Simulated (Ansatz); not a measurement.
The starting structures come from a database of crystals and need not be the phases stable at ambient conditions.

Here is the system:

```xyz
10
Lattice="6.1816 0.0000 0.0000 0.0000 7.2929 0.0000 0.0000 -3.6465 6.3158" Properties=species:S:1:pos:R:3 pbc="T T T"
Cs     1.5454     3.6465     2.1053
Cs     4.6362     0.0000     4.2106
Mg     0.0000     0.0000     0.0000
Mg     3.0908     0.0000     0.0000
Cl     1.5454     1.9407     5.3310
Cl     4.6362     1.7058     0.9848
Cl     4.6362     5.5871     0.9848
Cl     1.5454    -1.9407     5.3310
Cl     1.5454     0.0000     1.9697
Cl     4.6362     3.6465     4.3462
```

Space group of this cell: P6_3/mmc. The cell is taken as given.

Transport runs along the normal of the first two printed cell vectors, the (100) plane of the conventional cell.

The gap is the functional's own, uncorrected, and κ follows it; spin-orbit coupling is left out. Mid-gap values are interpolated between the computed energies.

Compute, with r2SCAN (Ansatz, an electronic-structure program), the band gap and the smallest decay constant κ at mid-gap.

Gap 6.09 eV on a 6×6×6 mesh; κ = 0.400 1/Å, at the zone centre.
